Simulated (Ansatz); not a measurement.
The reference is Ge$_{2}$Sb$_{2}$Te$_{5}$ (space group P-3m1, No. 164; a = 4.294 Å, c = 17.636 Å). Axes: x lies along a and z along c of the hexagonal cell.

Level of theory: Kohn–Sham DFT with the PBE functional, run in Ansatz (a first-principles code) with PAW and 420 eV plane waves, no spin-orbit coupling, earlier PAW set.

Modification: the cell is scaled by 1.0062 in all directions, atoms relaxed at fixed cell.

Question: Predict the stress tensor and what it implies for the stiffness.

Answer: Stress of the strained cell less that of the base (GPa, compression positive):
```
  -0.56    0.00    0.00
   0.00   -0.56    0.00
   0.00    0.00   -0.18
```

Then B = −ΔP/(ΔV/V₀) with ΔV/V₀ = 0.0187 gives secant stiffness values (nonlinear terms included at this strain): B (at held cell shape, above the free-shape value) ≈ 23 GPa.

No phonon test of stability was made.
